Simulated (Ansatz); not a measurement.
**Quick settings and what they miss: Cs₂ScCuCl₆ (Fm-3m, 10 atoms in the cell)**

Self-consistent single point.

```
Cs2ScCuCl6
1.0
    0.00000     5.08787     5.08787
    5.08787     0.00000     5.08787
    5.08787     5.08787     0.00000
Cs Sc Cu Cl
2 1 1 6
Direct
  0.75000   0.75000   0.75000
  0.25000   0.25000   0.25000
  0.00000   0.00000   0.00000
  0.50000   0.50000   0.50000
  0.75445   0.24555   0.24555
  0.24555   0.75445   0.75445
  0.24555   0.75445   0.24555
  0.75445   0.24555   0.75445
  0.24555   0.24555   0.75445
  0.75445   0.75445   0.24555
```

Method of the run: PBEsol, default PAW files made with PBE (plane waves; Ansatz, a quantum-chemistry and plane-wave program).

Base settings: basis.ecutwfc = 420 eV; kpoints.mp_grid.grid = 6 6 6; hamiltonian.xc = pbesol; hamiltonian.pseudopotentials = {kind: paw} (the program's default PAW files); scf.occupations.method = fixed.

Tight run (finer mesh or higher cutoff; not a proven limit): basis.ecutwfc: 420 eV → 590 eV; kpoints.mp_grid.grid: 6 6 6 → 9 9 9; scf.convergence.dr2_threshold: default (1e-07 eV) → 1e-09 eV. It gave top of the valence band (on the code's own zero) 5.38 eV; gap on the k-point mesh 1.99 eV; pressure -1.24 GPa; largest force (vector length) 0.142 eV/Å.

Quick runs, as changes from the base:
- A: the base itself
- B: basis.ecutwfc: 420 eV → 250 eV
- C: basis.ecutwfc: 420 eV → 335 eV; hamiltonian.xc: pbesol → lda; scf.occupations.method: fixed → methfessel_paxton; scf.occupations.width: default → 0.2 eV; scf.convergence.dr2_threshold: default (1e-07 eV) → 0.001 eV [LDA (PW92)]
- D: basis.ecutwfc: 420 eV → 250 eV; kpoints.mp_grid.grid: 6 6 6 → 1 1 1
- E: basis.ecutwfc: 420 eV → 250 eV; kpoints.mp_grid.grid: 6 6 6 → 3 3 3; scf.convergence.dr2_threshold: default (1e-07 eV) → 0.0001 eV
- F: basis.ecutwfc: 420 eV → 210 eV; kpoints.mp_grid.grid: 6 6 6 → 2 2 2; scf.occupations.method: fixed → fermi_dirac; scf.occupations.width: default → 0.136 eV; scf.convergence.dr2_threshold: default (1e-07 eV) → 0.001 eV

Dashes: energy of C, another energy zero.

Gaps are read on each run's own mesh, which may miss the band edges.

† marks runs with another functional, U, potentials or spin treatment: their distance from the tight run is not a convergence error alone.

The count of work is k-points × plane waves × bands × iterations; it is no time. 

Pressures in the table are Ansatz's without its Pulay estimate, at a fixed set of plane waves; the tight run's value above holds the estimate.

The starting cell comes from a database of computed structures (which also holds hypothetical and non-ambient phases and stackings), without a prior relaxation at this level. Its lattice was rescaled by a random factor within 2.5 % of one.

| run | energy less tight (meV/atom) | pressure less tight (GPa) | largest miss in a force vector (eV/Å) | gap on the mesh less tight (eV) | count of work / tight |
|---|---|---|---|---|---|
| A | 0.5 | -0.01 | 0.000 | -0.008 | 0.22 |
| B | 295.7 | -11.83 | 0.053 | 0.250 | 0.12 |
| C† | – | -2.46 | 0.024 | 0.001 | 0.098 |
| D | 662.2 | -4.96 | 0.203 | 1.183 | 0.0088 |
| E | 291.1 | -11.67 | 0.052 | 0.312 | 0.019 |
| F | 1470.0 | -43.42 | 0.117 | 0.829 | 0.011 |

Among the runs at the tight run's level, the energy misses run from 0.5 to 1470.0 meV/atom.

Keys are those of Ansatz 0.2.
